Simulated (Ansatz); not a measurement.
Ansatz (a quantum-chemistry and plane-wave program) run on Mo3Si (Pm-3n, 8 atoms in the cell): zone-centre phonon calculation.

Level of theory: PBE (plane waves, PAW; Ansatz).

```
CELL_PARAMETERS angstrom
      4.86555     0.00000     0.00000
      0.00000     4.86555     0.00000
      0.00000     0.00000     4.86555
ATOMIC_POSITIONS crystal
  Si 0.50000 0.50000 0.50000
  Si 0.00000 0.00000 0.00000
  Mo 0.25000 0.00000 0.50000
  Mo 0.50000 0.25000 0.00000
  Mo 0.50000 0.75000 0.00000
  Mo 0.75000 0.00000 0.50000
  Mo 0.00000 0.50000 0.75000
  Mo 0.00000 0.50000 0.25000
```

Reference input (self-consistent single point, DFT, PBE, plane waves, default PAW files): basis.ecutwfc = 30.9 Ry; kpoints.mp_grid.grid = 7 7 7; hamiltonian.xc = pbe; hamiltonian.pseudopotentials = {kind: paw} (the program's default PAW files); scf.occupations.method = fermi_dirac; scf.occupations.width = 0.0073 Ry. This run's input differs from it in these lines:

```diff
@@ -23,6 +23,5 @@
   occupations: { method: fermi_dirac, width: 0.0073 Ry }
-output:
-  forces: true
-  eigenvalues: true
-  stress: true
+  convergence: { dr2_threshold: 1.0e-07 eV }
+phonons:
+  method: dfpt
```

Output, abridged:

```
SCF iter   1: F=—  HF=-31010.324726 eV  |F-HF|=—  |Δ(HF+E_count)|=         —  Δρ=3.85e-3  dr2=8.18e-3  ethr=1.77e-3  ⟨swp⟩=5.5  Hψ=12400  notcnv=0
all-band conjugate gradients solve this SCF's bands
preconditioner: auto → Kerker (q_TF=auto, 2.628 Å⁻¹)
SCF iter   2: F=—  HF=-31010.326303 eV  |F-HF|=—  |Δ(HF+E_count)|=   1.58e-3  Δρ=2.24e-3  dr2=2.84e-3  ethr=8.89e-6  ⟨swp⟩=2.4  Hψ=6190  notcnv=0
SCF iter   3: F=—  HF=-31010.326521 eV  |F-HF|=—  |Δ(HF+E_count)|=   2.18e-4  Δρ=2.65e-4  dr2=3.89e-5  ethr=3.09e-6  ⟨swp⟩=2.5  Hψ=5774  notcnv=0
SCF iter   4: F=—  HF=-31010.326519 eV  |F-HF|=—  |Δ(HF+E_count)|=   2.13e-6  Δρ=5.66e-5  dr2=2.39e-6  ethr=4.23e-8  ⟨swp⟩=2.1  Hψ=6667  notcnv=0
iter 5 did not close the SCF: its close was put off for the readings that it lacked (scf_convergence_deferred on its scf_iter line)
SCF iter   5: F=-31010.326518 eV  HF=-31010.326518 eV  |F-HF|=1.26e-8  |Δ(HF+E_count)|=   1.65e-7  Δρ=1.05e-5  dr2=5.59e-8  ethr=2.60e-9  ⟨swp⟩=2.5  Hψ=5932  notcnv=0
SCF iter   6: F=-31010.326518 eV  HF=-31010.326518 eV  |F-HF|=1.96e-10  |Δ(HF+E_count)|=   1.67e-8  Δρ=1.24e-6  dr2=8.78e-10  ethr=6.07e-11  ⟨swp⟩=5.5  Hψ=20195  notcnv=0
SCF 1 converged in 6 iterations: F = -31010.326518 eV  dr2 = 8.78e-10
DFPT response loops at Γ: preconditioner auto → Kerker (q_TF=auto, 2.628 Å⁻¹) (partly filled bands, converged f_vac=0.000) …
Free energy (F): -31010.326518 eV
Internal energy: -31010.212872 eV  (E = F + TS)
E sigma→0 (E₀):  -31010.269695 eV
Entropy (-TS):   -0.113646 eV (-14.206 meV/atom)
Fermi energy:    20.078956 eV
--- Phonons (Γ-DFPT): 3 representative perturbations + reference, on 64 of 343 k-points (Σ response iterations 14) ---
  k mesh reduced under 4 symmetry operations, with k and −k counted as one. Each operation leaves every solved displacement unchanged or reverses it
  ASR residual: 6.969e-4 → 0.000e0 eV/Å²; symmetrization residual: 1.398e-7 eV/Å²
  ASR residual per site (eV/Å²): 3.77e-4 3.77e-4 6.97e-4 6.97e-4 6.97e-4 6.97e-4 6.97e-4 6.97e-4
  Γ frequencies (cm⁻¹): 0.00 0.00 0.00 145.48 145.48 145.48 193.32 193.32 193.32 202.77 202.77 202.77 217.56 217.56 217.56 295.33 312.57 312.57 318.91 318.91 318.91 341.67 341.67 341.67
  non-analytic LO–TO correction: not included (Born effective charges unavailable; polar crystals: no LO–TO splitting at Γ)
```

The run converged in 6 iterations. 

Summary of the result:
| Property | Result |
|---|---|
| Free energy E − TS (on the zero of these files) | -31010.3265 eV |
| Fermi level (on the code's own zero) | 20.08 eV |
| Zone-centre frequencies (cm⁻¹; negative means imaginary) | 0, 0, 0, 145, 145, 145, 193, 193, 193, 203, 203, 203, 218, 218, 218, 295, 313, 313, 319, 319, 319, 342, 342, 342 |

The starting cell has typed, rounded lattice constants, without a prior relaxation at this level. Its lattice was rescaled by up to half a per cent. Spin polarisation is off.

Cost on one core of a shared machine: roughly 3 min.

Keys are those of Ansatz 0.2.
